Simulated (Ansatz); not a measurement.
An Ansatz (a quantum-chemistry and plane-wave program) input (DFT with PBEsol, PAW potentials and a 420 eV plane-wave cutoff in Ansatz, no spin-orbit coupling):

Ansatz 0.2 input:
```yaml
crystal:
  lattice:
    - [2.814397793, 1.6248933234, 4.4250821342]
    - [-2.814397793, 1.6248933234, 4.4250821342]
    - [0, -3.2497866468, 4.4250821342]
  atoms:
    - { symbol: Sn, position: [0, 0, 0] }
    - { symbol: Sn, position: [0.5, 0.5, 0.5] }
    - { symbol: Rh, position: [0, 0, 0.5] }
    - { symbol: Rh, position: [0.5, 0, 0] }
    - { symbol: Rh, position: [0, 0.5, 0] }
    - { symbol: S, position: [0.2885624493, 0.2885624493, 0.2885624493] }
    - { symbol: S, position: [0.7114375507, 0.7114375507, 0.7114375507] }
basis: { ecutwfc: 420, ecutrho_ratio: 4, xc_grid: 2, fft_grid_basis: typed }
kpoints: { mp_grid: { grid: [10, 10, 10] } }
hamiltonian:
  xc: pbesol
  dispersion: none
  pseudopotentials: { kind: paw }
scf: { occupations: { method: fermi_dirac, width: 0.05 }, convergence: { dr2_threshold: 0.0000000007 } }
output: { forces: true, stress: true }
```

Question: Which symmetry and how many k-points will the program report, and about how many plane waves at Γ?

Answer: Space group R-3m (ITA 166) with 12 operations, k-points 116 of 1000, and 2373 plane waves at Γ.

No phonon test of stability was made. The final runs are not spin-polarised. An odd electron count without spin: Sn2Rh3S2. The cell is Sn2Rh3S2 (space group R-3m, No. 166; a cell from a computed database, its experimental status unchecked). Sn2Rh3S2 has a high density of states at the Fermi level and may be magnetic at this level.
